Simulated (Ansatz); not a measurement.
We consider Ge₂Sb₂Te₅ (Cm, No. 8, 9 atoms in the cell; start mp-1224407), described by r²SCAN (plane waves, PAW; Ansatz, a program for electronic structure).

Numerical settings: plane-wave cutoff 560 eV, 8×8×6 k mesh (along the axes of the cell as run), Fermi–Dirac smearing 0.01 eV, scalar-relativistic PAW data made under PBE.

Cell (relaxed with PBEsol):

```xyz
9
Lattice="6.7272 -2.9994 -0.0357 6.7272 2.9994 -0.0357 -6.7549 0.0000 6.7175" Properties=species:S:1:pos:R:3 pbc="T T T"
Ge     6.6091     0.0000     0.0032
Ge     2.4586     0.0000     1.2996
Sb    -1.3928     0.0000     2.8603
Sb     8.1026     0.0000     3.8398
Te     1.4670     0.0000     4.0120
Te    -2.6427     0.0000     5.4638
Te     0.0432     0.0000    -0.0096
Te     9.4624     0.0000     1.1994
Te     5.4049     0.0000     2.5547
```

Give the computed band gap, smallest direct gap on the k points sampled and Γ–Γ gap.


band gap: 0.08 eV
smallest direct gap on the k points sampled: 0.20 eV
Γ–Γ gap: 1.61 eV

Note: cell and atoms aren't relaxed at this level (largest force component 0.11 eV/Å, pressure 1.8 GPa).

Spin–orbit coupling is not included; it can close the smallest gap of 0.08 eV.

Computed values are for the static lattice.

A start named mp-… is a Materials Project structure, which need not be a measured phase.
